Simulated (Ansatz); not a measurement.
Given:

```xyz
2
Lattice="0.0000 3.0130 3.0582 3.0130 0.0000 3.0582 3.0130 3.0130 0.0000" Properties=species:S:1:pos:R:3 pbc="T T T"
In     0.0000     0.0000     0.0000
As     1.5065     1.5065     1.5291
```

No spin polarisation.

All numbers come from Ansatz (a program for electronic structure) LDA, no spin-orbit coupling. Settings: 10×10×10 k-points, 0.05 eV Fermi–Dirac smearing.

Predict the pressure, band gap and space group.

The pressure (mean of the normal stresses, compression positive) comes out as -0.9 GPa and the band gap is zero. The space group comes out as I-4m2 (No. 119).

A case with no gap was solved on a k-mesh chosen for an insulator, which is coarse for it. The cells carry an imposed strain or load. Stability against distortions was not tested. The final runs are not spin-polarised. The cell was made from InAs in the zinc blende structure (space group F-43m, No. 216) by this change: uniaxial strain ε_zz = +1.50 %. The zero or small gap of InAs can change with the level of theory.
